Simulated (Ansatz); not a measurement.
**Pressure series in TiB2**

Consider TiB2 (space group P6/mmm, No. 191; a = 3.025 Å, c = 3.224 Å).

Cell and atoms are relaxed at each pressure.

Computed with plane-wave PAW DFT at the r2SCAN level (Ansatz, a program for electronic structure, 500 eV), scalar-relativistic without spin-orbit coupling, earlier PAW set.

Notes on the quantities. enthalpy: H = E + PV relative to the base's energy.

```tsv
variant	lattice parameter a	enthalpy
base	302.5 pm	–
pressure −2 GPa	303.2 pm	-0.11 eV/atom
pressure −1 GPa	302.8 pm	-0.05 eV/atom
pressure 1.8 GPa	301.9 pm	+0.10 eV/atom
pressure 4.2 GPa	301.1 pm	+0.22 eV/atom
pressure 9 GPa	(withheld)	+0.47 eV/atom
pressure 18 GPa	297.1 pm	+0.93 eV/atom
pressure 30 GPa	294.1 pm	+1.52 eV/atom
pressure 45 GPa	290.8 pm	+2.23 eV/atom
pressure 60 GPa	288.0 pm	+2.91 eV/atom
```

### Question
Some entries are withheld; estimate them.

### Answer

- pressure 9 GPa, lattice parameter a: 299.6 pm

Load acts through the strain it causes; cell and atoms are relaxed under it. Whether these cells are dynamically stable was not tested. Competing high-pressure phases were not computed. The final runs are not spin-polarised.
